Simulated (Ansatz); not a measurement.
ScRu3 (model structure, started from the Cu3Au type, Pm-3m, No. 221, 4 atoms in the cell) was calculated with PBE in Ansatz (PAW).

Input file:

Ansatz 0.2 input:
```yaml
crystal:
  lattice:
    - [3.8999795468, 0.0, 0.0]
    - [0.0, 3.8999795468, 0.0]
    - [0.0, 0.0, 3.8999795468]
  atoms:
    - { symbol: Ru, position: [0.0, 0.5, 0.5] }
    - { symbol: Ru, position: [0.5, 0.5, 0.0] }
    - { symbol: Ru, position: [0.5, 0.0, 0.5] }
    - { symbol: Sc, position: [0.0, 0.0, 0.0] }
basis:
  ecutwfc: 520
  ecutrho_ratio: 4
  xc_grid: 2
kpoints:
  mp_grid: { grid: [14, 14, 14] }
hamiltonian:
  xc: pbe
  dispersion: none
  pseudopotentials: { kind: paw }
scf:
  occupations: { method: fermi_dirac, width: 0.05 }
output:
  forces: true
  stress: true
  eigenvalues: true
relax:
  f_tol: 0.004
  escape_saddle: false
  max_steps: 80
```

The run printed, among other lines:

```
WARN output.stress: scf.convergence.dr2_threshold = 1e-7 eV (the SCF's general default) is looser than the 4e-10 eV advised for a printed stress (1e-10 eV for …
Relaxation: its limit of steps is 80 (relax.max_steps)
Crystal: 4 atoms, lattice volume = 59.318 Å³
Basis set: ecut = 520 eV, 1575 PW (Γ), exchange–correlation on 60×60×60 points (8 copies of the dense FFT grid, shifted against one another)
Bands: 36, of which v1, the nominal top of the filled ones, is band 30 counted from 1 (29 counted from 0)
Symmetry: 48 space group operations
Space group: Pm-3m (ITA 221), of the structure as read, at distance tolerance 3.9e-5 Å
k-points: 120 of 2744
Functional: x = pbe(κ = 0.804, μ = 0.2195149727645171), c = pbe(β = 0.06672455060314922)
SCF iter   1: F=—  HF=-19771.973070 eV  |F-HF|=—  |Δ(HF+E_count)|=         —  Δρ=5.38e-3  dr2=1.85e-2
SCF iter   2: F=—  HF=-19771.973657 eV  |F-HF|=—  |Δ(HF+E_count)|=   5.87e-4  Δρ=2.69e-3  dr2=4.55e-3
  ...
SCF iter   5: F=—  HF=-19771.973075 eV  |F-HF|=—  |Δ(HF+E_count)|=   4.65e-5  Δρ=3.56e-5  dr2=6.81e-7
SCF iter   6: F=-19771.973075 eV  HF=-19771.973075 eV  |F-HF|=7.09e-10  |Δ(HF+E_count)|=   9.55e-8  Δρ=6.00e-6  dr2=9.54e-9
SCF 1 converged in 6 iterations: F = -19771.973075 eV  dr2 = 9.54e-9
relax step   1: F+E_penalty+E_count = -19771.97307488 eV  Δ(F+E_penalty+E_count) = +0.000e0 eV  max|allowed force component| = 2.393e-28 eV/Å  Δτ_max = 0.0000 Å  (6 SCF iters, accepted)
SCF converged after 6 iterations
Free energy (F): -19771.973075 eV
Internal energy: -19771.917814 eV  (E = F + TS)
E sigma→0 (E₀):  -19771.945444 eV
Fermi energy:    19.605202 eV
--- Forces (eV/Å), atoms counted from 1 ---
  atom   1  Ru     0.00000000    -0.00000000    -0.00000000
  atom   2  Ru     0.00000000     0.00000000    -0.00000000
  atom   3  Ru     0.00000000    -0.00000000    -0.00000000
  atom   4  Sc    -0.00000000    -0.00000000    -0.00000000
--- Stress (GPa, compression-positive) ---
        4.288641       0.000000       0.000000
        0.000000       4.288641       0.000000
        0.000000       0.000000       4.288641
  P = ⅓ Tr σ = 4.2886 GPa (42.886 kbar)
```

The cell is one volume of an energy–volume scan, off the minimum.

Note: the run has no spin polarisation, so it can have missed a magnetic state. Note: the relaxation could raise the start's symmetry but not lower it, so the cell can be a saddle point.

The result took very roughly 21 core-seconds.

A model structure was made by putting elements into a prototype or built by hand; it is no filed structure, need not be a known phase, and can be a saddle point held by its symmetry.

Ansatz is an electronic-structure program.
